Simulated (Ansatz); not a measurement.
# LaAu (Pnma, No. 62; cell taken from a computed entry)

Calculation: r²SCAN in Ansatz (plane waves, PAW).

Numerical settings: plane-wave cutoff 500 eV, 8×12×10 k mesh (along the axes of the cell as run), Fermi–Dirac smearing 0.1 eV, scalar-relativistic PAW data made under PBE.

Cell (relaxed at this level):

AuLa has the orthorhombic space group Pnma (No. 62), Pearson symbol oP8. Cell: a = 7.6294 Å, b = 4.8574 Å, c = 5.9626 Å, α = 90.00°, β = 90.00°, γ = 90.00°. La on 4c is surrounded by 7 Au at 3.152–3.240 Å and 8 La at 3.966–4.129 Å. Au on 4c sees 2 Au at 3.094 Å and 7 La at 3.152–3.240 Å. (Neighbours: up to the widest gap in distance over summed covalent radii, below 1.35, at either atom.)

| Property | Value |
|---|---|
| band gap | none |

Note: the relaxation could not lower the start's symmetry, so the cell can be a saddle point above a distorted one.

Spin–orbit coupling is not included; it can shift volumes and moduli of such heavy elements.

Computed values are for the static lattice.

Ansatz is a program for electronic structure.
